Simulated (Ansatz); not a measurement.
**Response to strain in ZnSnAs2**

Start from ZnSnAs$_{2}$ in the chalcopyrite structure (space group I-42d, No. 122; a = 5.839 Å, c = 11.737 Å).

Strains are applied to the cell and any free atomic positions relax.

The values are results of PBEsol (Ansatz, a program for electronic structure; PAW; 420 eV plane waves; spin-orbit coupling left out), not measurements.

Notes on the quantities. pressure: mean of the normal stresses, compression positive; energy relative to the base: free energy F.

```
case                      shortest interatomic distance  pressure  energy relative to the base
------------------------  -----------------------------  --------  ---------------------------
base                                            2.449 Å   0.0 GPa                   0 meV/atom
isotropic strain +0.75 %                        2.470 Å  -1.3 GPa                +2.4 meV/atom
isotropic strain +1.50 %                        2.491 Å  -2.5 GPa                +9.2 meV/atom
isotropic strain +2.25 %                        2.512 Å  -3.5 GPa                 +20 meV/atom
isotropic strain +3.00 %                        2.533 Å  -4.4 GPa                 +35 meV/atom
```

A case with no gap was solved on a k-mesh chosen for an insulator, which is coarse for it. Whether these cells are dynamically stable was not tested. All final runs are without spin polarisation.
